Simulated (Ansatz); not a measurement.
Take CsPbBr3 in the cubic perovskite structure (space group Pm-3m, No. 221; a = 5.872 Å) as the base. Axes: x, y, z lie along the cube axes.

Method: PBEsol in Ansatz (plane waves to 420 eV, PAW, no spin-orbit coupling).

Before the change:

Band gap: 1.43 eV

One thing is altered: compressive biaxial strain of 1.20 % in the plane normal to [001], as in epitaxy on a mismatched substrate; the out-of-plane cell vector and the atoms relax.

Problem. What happens to the band gap?

Solution. The band gap decreases by 0.165 eV to 1.27 eV.

Problem. How does this affect the energy relative to the base?

Solution. The energy goes up by 2.2 meV/atom.

Spin-orbit coupling, missing from the scalar runs, can matter with Pb. Whether these cells are dynamically stable was not tested. Many cubic perovskites are stable only at high temperature; tilts and polar distortions were not tested. This is not the structure that CsPbBr3 has at room temperature and ambient pressure.

Ansatz is a quantum-chemistry and plane-wave program.
